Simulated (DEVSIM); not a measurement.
# Schottky contact on n-type CdTe

Device: Schottky contact on n-type CdTe, at 300 K.

| layer (left to right) | material | thickness (μm) | Nd (cm⁻³) | τn (s) | τp (s) |
|---|---|---|---|---|---|
| 1 | CdTe | 0.500 | 1e16 | 1.9e-8 | 1.9e-8 |

Left contact: Schottky, work function 4.94 eV, emission velocity 7e6 cm/s. Right contact: ohmic. Voltage is applied to the left contact. Recombination: SRH at mid-gap, radiative. Mobility is μmin + (μ − μmin)/(1 + (N/Nref)^α).

Constants are typed, rounded textbook-type inputs, not results; the design itself was drawn at random and stands for no fabricated device. Values at 300 K.

```
parameter        CdTe
-------------  ------
gap (eV)          1.5
affinity (eV)    4.28
permittivity     10.2
Nc (cm⁻³)        8e17
Nv (cm⁻³)      1.8e19
μn (cm²/Vs)      1000
μp (cm²/Vs)        80
μn,min            100
μp,min             10
Nref,n           1e17
Nref,p           1e17
αn                0.6
αp                0.6
B (cm³/s)       1e-10
```

Model (solved in DEVSIM): 1D drift-diffusion, Boltzmann statistics, complete ionisation; no tunnelling, impact ionisation, image-force lowering or self-heating. Metal contacts follow the ideal Schottky-Mott rule: no Fermi-level pinning, no interface dipoles.

- Potential step across the device at zero bias = 0.547 V
- Largest field in the device at zero bias = 43000 V/cm
- Dark forward voltage at 1 A/cm² = 0.313 V
- Dark forward voltage at 100 A/cm² = 0.441 V

Dark forward current:

```json
[
 {"V (V)": "0.05", "J (A/cm²)": "3.6e-5"},
 {"V (V)": "0.10", "J (A/cm²)": "0.00028"},
 {"V (V)": "0.15", "J (A/cm²)": "0.0019"},
 {"V (V)": "0.20", "J (A/cm²)": "0.013"},
 {"V (V)": "0.25", "J (A/cm²)": "0.090"},
 {"V (V)": "0.30", "J (A/cm²)": "0.60"},
 {"V (V)": "0.35", "J (A/cm²)": "4.0"},
 {"V (V)": "0.40", "J (A/cm²)": "25"},
 {"V (V)": "0.45", "J (A/cm²)": "140"},
 {"V (V)": "0.50", "J (A/cm²)": "500"},
 {"V (V)": "0.55", "J (A/cm²)": "1200"},
 {"V (V)": "0.60", "J (A/cm²)": "2100"}
]
```

Dark reverse current:

| V (V) | J (A/cm²) |
|---|---|
| -0.40 | -6.4e-6 |
| -1.00 | -6.6e-6 |
| -2.00 | -6.7e-6 |
| -3.00 | -6.8e-6 |
| -4.00 | -6.9e-6 |
| -6.00 | -7.0e-6 |
| -8.00 | -7.1e-6 |
| -10.00 | -7.1e-6 |
| -13.00 | -7.1e-6 |
| -16.00 | -7.2e-6 |
